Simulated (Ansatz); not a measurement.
AlCo in the CsCl type structure (space group Pm-3m, No. 221; weakly magnetic (sensitive to the mesh))

```
AlCo
1.0
    2.82389     0.00000     0.00000
    0.00000     2.82389     0.00000
    0.00000     0.00000     2.82389
Al Co
1 1
Direct
  0.00000   0.00000   0.00000
  0.50000   0.50000   0.50000
```

The values are results of r2SCAN in Ansatz (plane waves to 500 eV, PAW, spin-orbit coupling left out), not measurements. k-mesh 16×16×16 (Γ-centred); smearing 0.05 eV (Fermi–Dirac).

- Volume per atom = 11.26 Å³
- Density = 6.34 g/cm³
- Band gap = zero
- Magnetic state = weakly magnetic (sensitive to the mesh)
- Total energy = -2836.511 eV/atom (σ→0; compares only within this code and set-up)

Other magnetic orders, which the real material may have, were not ruled out. No phonon test of stability was made. Seeded moments were not kept for the base.

Ansatz is a quantum-chemistry and plane-wave program.
